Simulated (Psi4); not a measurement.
Psi4 1.11, PBE/def2-svp: Sn(F)(Cl)(Vi)2 (C=[CH][Sn]([F])([Cl])[CH]=C), 13 atoms. The geometry is a generated start, not checked to be a minimum at this level.

```yaml
task: energy
method: pbe
basis: def2-svp
memory: 3 GB
maxiter: 100
keys_of_the_molecule_block: symmetry c1
scf_type: df (default)
guess: auto, which took SAD (default)
scf_initial_accelerator: adiis (default)
e_convergence: 1e-06 (default)
d_convergence: 1e-06 (default)
dft_radial_points: 75 (default)
dft_spherical_points: 302 (default)
effective_core_potentials: those of the basis set, past Kr
basis_functions: 144
grid_points: 278697
```

```xyz
13

C     -2.9724     0.5317    -0.0806
C     -1.7065     0.8696    -0.0013
Sn    -0.0624    -0.6018    -0.1670
F      0.4272    -0.4356    -2.1167
Cl    -0.9132    -2.7681     0.0040
C      1.9492    -0.4602     0.7437
C      2.9304     0.2130     0.1864
H     -3.3021    -0.4909    -0.1968
H     -3.7569     1.2768    -0.0338
H     -1.3727     1.8886     0.1075
H      2.0554    -1.0124     1.6639
H      2.8074     0.7427    -0.7435
H      3.9165     0.2466     0.6342
```

One run each on 2 threads. Values of diis_max_vecs tried: 3, 6, 10 (default), 20.

**Question.** Which value of diis_max_vecs needs the fewest SCF iterations, and what happens away from it?

**Answer.** Fewest SCF iterations, within one of each other: 6 with 12, 10 (default) with 11, 20 with 11. The count rises to 24 at 3. All converge to one solution.

| diis_max_vecs | SCF iterations | end |
|---|---|---|
| 3 | 24 | same solution |
| 6 | 12 | same solution |
| 10 (default) | 11 | same solution |
| 20 | 11 | same solution |
